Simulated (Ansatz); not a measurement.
Take PbI₂ in the 2H-MoS2 type structure (space group P6_3/mmc, No. 194; a = 4.2732 Å, c = 14.3620 Å; a hypothetical phase, not in the database extracts checked) as the base.

Levels (all Ansatz, an electronic-structure program, PAW, earlier PAW set): PBEsol-D3(BJ) (420 eV, no SOC); PBEsol+SOC (420 eV, with spin-orbit coupling).

Its gap is 1.39 eV with PBEsol-D3(BJ) and 1.06 eV with PBEsol+SOC.

Now apply this change: cell and atoms relaxed at a pressure of 0.3 GPa.

With PBEsol-D3(BJ) the gap becomes 1.26 eV.

Problem. If the PBEsol+SOC correction stayed the same, what would the PBEsol+SOC gap be, and what does the PBEsol+SOC run give?

Solution. A rigid correction of -0.33 eV gives 0.93 eV. The PBEsol+SOC run gives 0.94 eV, so the two effects roughly add.

Single points use the geometry relaxed with PBEsol-D3(BJ). Differences between runs with and without spin-orbit coupling are approximate. With I and Pb present, leaving out spin-orbit coupling can change the band edges. Load acts through the strain it causes; cell and atoms are relaxed under it. No phonon test of stability was made.
